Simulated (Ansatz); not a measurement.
Base system: SiC in the zinc blende structure (space group F-43m, No. 216; a = 4.380 Å).

The change: an isotropic linear strain of −2.53 %; the atoms relax in the strained cell.

Levels (all Ansatz, a quantum-chemistry and plane-wave program, PAW, earlier PAW set): PBE (420 eV, no spin-orbit coupling); PBE+SOC (420 eV, noncollinear with spin-orbit coupling).

The geometry is relaxed with PBE.

PBE valence-band top at Γ: 0.00, 0.00, 0.00 eV
PBE electron mass: 0.66 mₑ along k, 0.22 mₑ across (at X)
PBE lowest conduction level above the VBM at special points: X 1.30 eV; K 3.16 eV; U 3.16 eV; W 5.29 eV
PBE gap character: indirect, Γ → X

Q: How does going to PBE+SOC change the valence-band top at Γ, electron mass, lowest conduction level above the VBM at special points and gap character?

A: The valence-band top at Γ (three highest Kramers pairs, from the VBM) goes from 0.00, 0.00, 0.00 eV to 0.00, 0.00, -0.01 eV; the electron mass stays 0.66 mₑ along k, 0.22 mₑ across (at X); the lowest conduction level above the VBM at special points goes from X 1.30 eV; K 3.16 eV; U 3.16 eV; W 5.29 eV to X 1.30 eV; K 3.15 eV; U 3.15 eV; W 5.29 eV; the gap character is still indirect, Γ → X. The threefold valence maximum splits by Δso ≈ 14 meV.

Single points use the geometry relaxed with PBE. Differences between runs with and without spin-orbit coupling are approximate. Effective masses come from finite differences of ±0.01 Å⁻¹. Along k means along the line from Γ to the band edge. Stability against distortions was not tested.
